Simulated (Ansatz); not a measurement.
## Hypothetical diamond Hf, response to strain

The parent structure is Hf in the diamond structure (space group Fd-3m, No. 227; a = 6.377 Å; a hypothetical phase, not in the database extracts checked; relaxed with 0.1 eV smearing). Axes: x, y, z lie along the cube axes.

Strains are applied to the cell and any free atomic positions relax; under stress the whole cell relaxes.

All numbers come from PBEsol/PAW in Ansatz (a quantum-chemistry and plane-wave program), no SOC.

Notes on the quantities. energy relative to the base: free energy F.

| case | volume per atom | energy relative to the base | space group |
|---|---|---|---|
| base | 32.42 Å³ | 0 meV/atom | Fd-3m (No. 227) |
| isotropic strain −4.87 % | 27.91 Å³ | +69 meV/atom | Fd-3m (No. 227) |
| isotropic strain +1.88 % | 34.28 Å³ | +9.4 meV/atom | Fd-3m (No. 227) |
| uniaxial stress, 1 GPa tension along x | 22.73 Å³ | -2.287 eV/atom | I4_1/amd (No. 141) |
| uniaxial stress, 1 GPa compression along z | 22.15 Å³ | -2.123 eV/atom | I4_1/amd (No. 141) |

Beyond what the load breaks, stability against distortions was not tested. All final runs are without spin polarisation. Hf has a high density of states at the Fermi level and may be magnetic at this level. Under uniaxial stress, 1 GPa tension along x and uniaxial stress, 1 GPa compression along z the cell changed shape so far that it is another structure.
